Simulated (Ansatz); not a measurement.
## GaN, pressure series

Consider GaN in the zinc blende structure (space group F-43m, No. 216; a = 4.498 Å).

Cell and atoms are relaxed at each pressure.

Calculations: PBEsol (Ansatz, an electronic-structure program; PAW; 420 eV plane waves; no SOC).

Candidates:
(a) pressure −2 GPa
(b) pressure 22.5 GPa
(c) pressure 4.5 GPa
(d) pressure 9 GPa

Before the change:

| Quantity | Value |
|---|---|
| Width of the top valence band | 3.72 eV |

Question: Order them by width of the top valence band, lowest first.

Answer: (a) pressure −2 GPa (3.67 eV), (c) pressure 4.5 GPa (3.84 eV), (d) pressure 9 GPa (3.95 eV), (b) pressure 22.5 GPa (4.22 eV)

The levels and masses belong to the bands next to the band gap. Load acts through the strain it causes; cell and atoms are relaxed under it. No phonon test of stability was made. Tetrahedral semiconductors of this kind turn to denser phases somewhere between about 1 and 50 GPa; those were not computed, so compressed cells here can lie past the real transition. This is not the structure that GaN has at room temperature and ambient pressure.
